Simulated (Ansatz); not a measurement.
**HfN: pressure series**

Take HfN in the rock salt structure (space group Fm-3m, No. 225; a = 4.5259 Å) as the base.

Cell and atoms are relaxed at each pressure.

Level of theory: r2SCAN (Ansatz, a first-principles code), spin-orbit coupling left out, earlier PAW set.

| pressure (GPa) | volume per atom (Å³/atom) |
|---|---|
| -2 | 11.672 |
| -1 | 11.630 |
| 0 | 11.589 |
| 3 | 11.468 |
| 7 | 11.318 |
| 15 | ? |
| 50 | 10.136 |
| 75 | 9.662 |
| 100 | 9.275 |

Question: Fit the third-order Birch–Murnaghan form P(V) = (3B₀/2)[(V₀/V)^(7/3) − (V₀/V)^(5/3)]·[1 + (3/4)(B₀′ − 4)((V₀/V)^(2/3) − 1)] (squares taken in P) to the rows shown and predict the withheld row.

Answer: Least squares on the printed values gives V₀ = 11.588 Å³/atom, B₀ = 283 GPa, B₀′ = 4.1; this predicts 11.045 Å³/atom, and the run gives 11.044 Å³/atom, in agreement.

Load acts through the strain it causes; cell and atoms are relaxed under it. Whether these cells are dynamically stable was not tested. Competing high-pressure phases were not computed. The final runs are not spin-polarised. An odd electron count without spin: HfN.
